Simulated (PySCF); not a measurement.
PySCF 2.14.0, B3LYP/def2-svp, cosx: cluster of 8 water molecules, 24 atoms. The geometry is a generated start, not checked to be a minimum at this level.

```python
import time
import numpy
from pyscf import lib
from pyscf import gto, scf, dft, mp, cc, sgx
lib.logger.TIMER_LEVEL = 4
t0 = time.perf_counter()

mol = gto.M(
    atom='''
O      1.35751000     1.78520000     1.55011000
H      1.82135000     0.96492000     1.38150000
H      2.00861000     2.34687000     1.97087000
O      1.39291000     1.84084000    -1.55222000
H      1.14950000     0.91771000    -1.48134000
H      2.33638000     1.85327000    -1.39051000
O     -1.62528000     1.85208000     1.60915000
H     -2.46617000     1.40294000     1.69650000
H     -1.09003000     1.25878000     1.08194000
O     -1.72377000     1.83175000    -1.53933000
H     -1.46812000     1.32562000    -0.76801000
H     -1.13072000     1.53373000    -2.22919000
O      1.49739000    -1.25875000     1.60705000
H      0.71191000    -1.30920000     1.06216000
H      1.75840000    -2.17063000     1.73669000
O      1.39080000    -1.27901000    -1.48391000
H      1.16206000    -2.06002000    -1.98803000
H      2.34433000    -1.22295000    -1.54785000
O     -1.68538000    -1.24953000     1.59402000
H     -1.96913000    -2.08690000     1.96111000
H     -1.00288000    -1.48254000     0.96446000
O     -1.67251000    -1.25238000    -1.57389000
H     -2.16852000    -1.71686000    -0.89959000
H     -0.92863000    -1.82494000    -1.76169000
''',
    basis='def2-svp',
    max_memory=4000,
    verbose=4,
)
mf = dft.RKS(mol, xc='b3lyp')
mf = sgx.sgx_fit(mf, pjs=True)
mf.with_df.dfj = True
mf.with_df.grids_level_i = 1
mf.with_df.grids_level_f = 4
mf.chkfile = None
mf.kernel()
print('SCF converged:', mf.converged)
print('E(SCF) = %.10f' % mf.e_tot)
print('basis functions:', mol.nao_nr())
print('integrals held in memory:', getattr(mf, '_eri', None) is not None)
t1 = time.perf_counter()
print('wall of the SCF part: %.3f s' % (t1 - t0))
print('run ended')
```

```bash
OMP_NUM_THREADS=32 OPENBLAS_NUM_THREADS=1 python -u run.py
```

The program reports basis functions: 192.

Hardware: Arm Neoverse V2, 96 cores on 1 socket, no SMT, 1 L3 cache group.

On 32 threads, 1 BLAS thread this takes 15 s. Times are wall-clock medians of two to five runs, from launch to exit, with nothing else on the machine. Processes are pinned to neighbouring cores unless said otherwise. The times hold for this build (PyPI wheel: OpenMP (GNU), a bundled serial OpenBLAS 0.3.3 under its C layer, NumPy's threaded OpenBLAS held to generic ARMv8 kernels, libcint, Libxc). Scratch files lie in a memory file system.

### Question
Speed this job up; the result has to stay within 1.0 meV/atom in energy. Keep to 32 cores.

### Answer
This is not unique; one that fits is going from two_electron_scheme = COSX exchange (sgx_fit, pjs) with fitted J, mf.with_df.grids_level_i = 1, mf.with_df.grids_level_f = 4 to two_electron_scheme = exact four-centre integrals, one of the fastest among the values tried that keep the result.

```diff
-mf = sgx.sgx_fit(mf, pjs=True)
-mf.with_df.dfj = True
-mf.with_df.grids_level_i = 1
-mf.with_df.grids_level_f = 4
```

Time: 15 s to 3.8 s (4.0× as fast). These two results differ by: energy 0.25 meV/atom. Others tried: two_electron_scheme = exact four-centre integrals, mol.max_memory = 200000 MB, aux = not set, mf.with_df.grids_level_i = not set, mf.with_df.grids_level_f = not set (3.8 s); two_electron_scheme = density fitting of J alone, exact K, aux = chosen by PySCF (default), mf.with_df.grids_level_i = not set, mf.with_df.grids_level_f = not set (4.2 s); two_electron_scheme = density fitting, aux = chosen by PySCF (default), mf.with_df.grids_level_i = not set, mf.with_df.grids_level_f = not set (4.2 s); two_electron_scheme = density fitting, aux = def2-universal-jkfit, mf.with_df.grids_level_i = not set, mf.with_df.grids_level_f = not set (4.2 s); two_electron_scheme = density fitting, aux = autoaux, mf.with_df.grids_level_i = not set, mf.with_df.grids_level_f = not set (4.7 s); two_electron_scheme = COSX exchange (sgx_fit, pjs) with fitted J, aux = chosen by PySCF (default), mf.with_df.grids_level_i = 1, mf.with_df.grids_level_f = 1 (6.6 s); two_electron_scheme = exact four-centre integrals, mol.max_memory = 500 MB, aux = not set, mf.with_df.grids_level_i = not set, mf.with_df.grids_level_f = not set (7.7 s); two_electron_scheme = COSX exchange (sgx_fit, pjs) with fitted J, aux = chosen by PySCF (default), mf.with_df.grids_level_i = 2 (default), mf.with_df.grids_level_f = 2 (default) (9.7 s); two_electron_scheme = COSX exchange (sgx_fit, pjs=False) with fitted J, aux = chosen by PySCF (default), mf.with_df.grids_level_i = 2 (default), mf.with_df.grids_level_f = 2 (default) (10 s); two_electron_scheme = COSX exchange (sgx_fit, pjs) with fitted J, aux = chosen by PySCF (default), mf.with_df.grids_level_i = 1, mf.with_df.grids_level_f = 3 (11 s). 2 planned settings were not run, for want of time.
